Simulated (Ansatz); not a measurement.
Start from WC (space group P-6m2, No. 187; a = 2.898 Å, c = 2.828 Å). Axes: x lies along a and z along c of the hexagonal cell.

Calculations: PBEsol/PAW in Ansatz (an electronic-structure program), without spin-orbit coupling.

Base values:

The shortest interatomic distance is 2.191 Å. The pressure comes out as 0.0 GPa and the band gap comes out as zero.

One thing is altered: the symmetric strain tensor [0.0040 0.0083 -0.0097; 0.0083 0.0119 0.0151; -0.0097 0.0151 -0.0142]; the atoms relax in the strained cell.

Problem. What does the calculation give for the energy relative to the base after the change?

Solution. The energy rises by 23 meV/atom.

Problem. What does the calculation give for the shortest interatomic distance after the change?

Solution. The shortest interatomic distance shrinks by 0.0415 Å (2.191 Å → 2.149 Å).

Problem. What does the calculation give for the pressure after the change?

Solution. The pressure (mean of the normal stresses, compression positive) goes from zero to 1.1 GPa.

Problem. How does this affect the band gap?

Solution. The band gap remains zero.

Without a gap, meshes like the base's 18×18×16 leave anisotropic stresses uncertain by several tenths of a GPa, and small strain energies with them. Stability against distortions was not tested. All final runs are without spin polarisation.
